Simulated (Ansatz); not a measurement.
Amorphous Hf₁₈O₃₉Al₂, 59 atoms at 8.56 g/cm³, one PBE-relaxed geometry, zone centre. Methods: PBE, scalar-relativistic without spin-orbit coupling (Ansatz, a program for electronic structure); r2SCAN, scalar-relativistic without spin-orbit coupling (Ansatz); HSE06, scalar-relativistic without spin-orbit coupling (Ansatz). Plane waves to 420 eV (r2SCAN 500 eV); exact exchange is cut at the cell's faces. At PBE the levels at the filled edge of the gap are localised (band-tail or defect states). All rungs ran without spin polarisation.

It comes from a melt-quench run on a machine-learned potential (CHGNet), relaxed afterwards by DFT. O atoms were pushed apart under 1.9 Å during the dynamics, to hinder bonds among them. The hot cell started wider than the set density and was brought back towards it in steps. It is the lowest in DFT energy of 2 quenches. It is a model cell: composition and starting density were chosen by hand, and all elements were melted together. No dispersion term was used. Its density started from a set value of 8.56 and ended at 8.56 g/cm³. The simulated quench (nominally 380 K/ps over its main leg) is rapid and tends to freeze in more defects than a deposited or slowly cooled glass has. Values belong to this one cell and scatter from quench to quench. The volume was held where the preparation left it, at a PBE pressure of -1.1 GPa (tension). Stress components on the final sampling reach 2.0 GPa. On a 2×2×2 Γ-centred mesh force components of up to 0.13 eV/Å stay, since the relaxation ran on the zone centre alone.

The relaxation ran on the zone centre alone. At PBE the level gap is 3.77 eV on a 2×2×2 Γ-centred mesh, and the spacing at the zone centre alone 3.93 eV.

Task: What zone-centre spacing does r2SCAN give, roughly?

Result: 4.40 eV (+0.47 eV against PBE).

Task: What zone-centre spacing does HSE06 give, roughly?

Result: 5.52 eV (+1.59 eV against PBE).

The highest filled and the lowest empty state spread over these numbers of atoms (participation numbers): PBE: 9.1 and 12.9; r2SCAN: 8.5 and 12.2; HSE06: 8.0 and 13.3.
